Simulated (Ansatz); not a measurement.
The reference is SiC in the zinc blende structure (space group F-43m, No. 216; a = 4.357 Å).

Level of theory: r2SCAN in Ansatz (plane waves to 500 eV, PAW, without spin-orbit coupling), earlier PAW set.

Before the change:

| Quantity | Value |
|---|---|
| Pressure | 0.00 GPa |
| Electron mass | 0.64 mₑ along k, 0.23 mₑ across (at X) |
| Band gap | 1.71 eV |

One thing is altered: every lattice vector is shortened by 5.10 %; the atoms relax in the strained cell.

Q: What does the calculation give for the pressure, electron mass, energy relative to the base and band gap after the change?

A: The pressure goes from zero to 48.20 GPa; the electron mass becomes 0.61 mₑ along k, 0.22 mₑ across (at X) (base: 0.64 mₑ along k, 0.23 mₑ across (at X)); the energy grows by 199 meV/atom; the band gap shrinks by 0.12 eV, from 1.71 eV to 1.59 eV.

Effective masses come from finite differences of ±0.01 Å⁻¹. Along k means along the line from Γ to the band edge. No phonon test of stability was made.

Ansatz is a program for electronic structure.
